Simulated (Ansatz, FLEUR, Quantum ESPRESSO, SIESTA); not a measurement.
# BW (I4_1/amd, 8 atoms in the cell) computed with different codes at matched settings

Self-consistent single point, at a second geometry (lattice scaled by 0.98). First geometry:

```
BW
1.0
   -1.54990     1.54990     8.37606
    1.54990    -1.54990     8.37606
    1.54990     1.54990    -8.37606
B W
4 4
Direct
  0.40631   0.90631   0.50000
  0.65631   0.65631   0.00000
  0.34369   0.34369   0.00000
  0.09369   0.59369   0.50000
  0.55312   0.05312   0.50000
  0.80312   0.80312   0.00000
  0.19688   0.19688   0.00000
  0.94688   0.44688   0.50000
```

Shared settings, as Ansatz (an electronic-structure program) writes them: kpoints.mp_grid.grid = 7 7 7; scf.occupations.method = fermi_dirac; scf.occupations.width = 0.0073 Ry. Potentials and cutoffs stand in the table.

```
code                                                                                                                                      model  ΔF from the first geometry (meV/atom)  pressure (GPa)  largest force (eV/Å)           cutoff
----------------  -----------------------------------------------------------------------------------------------------------------------------  -------------------------------------  --------------  --------------------  ---------------
Quantum ESPRESSO                                                                           PBEsol, GBRV 1.5 ultrasoft (PBESOL) pseudopotentials                                   77.8           32.10                 0.278            40 Ry
SIESTA            GGA PBEsol, numerical atomic orbitals DZP, PseudoDojo PBEsol standard norm-conserving potentials (rewritten from UPF to PSML)                                   87.3           38.49                 0.195      grid 300 Ry
FLEUR                                                                           PBEsol, all-electron FLAPW (FLEUR), scalar-relativistic valence                                   78.1               –                     –  Kmax 4.3 1/bohr
Ansatz                                                                                                          PBEsol, PAW files made with PBE                                   74.9           34.28                 0.259          default
```

For Quantum ESPRESSO (by 3.0 GPa) the energy change implies a higher mean pressure, against the two pressures, than for the other programs: a sign of finite-basis (Pulay) stress.

Size of the force on each atom (eV/Å): Sizes of forces hide their directions.

```tsv
code	B1	B2	B3	B4	W5	W6	W7	W8
Quantum ESPRESSO	0.054	0.054	0.054	0.054	0.278	0.278	0.278	0.278
SIESTA	0.183	0.183	0.183	0.183	0.195	0.195	0.195	0.195
Ansatz	0.050	0.050	0.050	0.050	0.259	0.259	0.259	0.259
```

A dash marks a value that a program does not give, or that is left out as unsure.

On Ansatz's run: spin-orbit coupling is off. Spin polarisation is off.

The spread over the programs that give each value: ΔF from the first geometry within 12.4 meV/atom; pressure within 6.39 GPa; largest force within 0.083 eV/Å.

SIESTA uses small atom-centred bases, whose incompleteness enters pressures, forces and empty levels differently from a plane-wave cutoff. FLEUR treats all electrons, but the usual bases taken here (sphere radii, linearisation, local orbitals, empty states) were not tested for convergence, so the values are no reference for the others. Ansatz's pressure is given at a fixed set of plane waves, as the other plane-wave codes print theirs; with its correction for the finite basis it is 34.43 GPa. In the force vectors, SIESTA (by 0.131) lies more than 0.08 eV/Å from the median of the plane-wave programs.

The starting cell comes from a database of computed structures (which also holds hypothetical and non-ambient phases and stackings), without a prior relaxation at this level. Its lattice was rescaled by a random factor within 2.5 % of one. For this run, on top of that: lattice scaled by 0.98.

Keys are those of Ansatz 0.2.
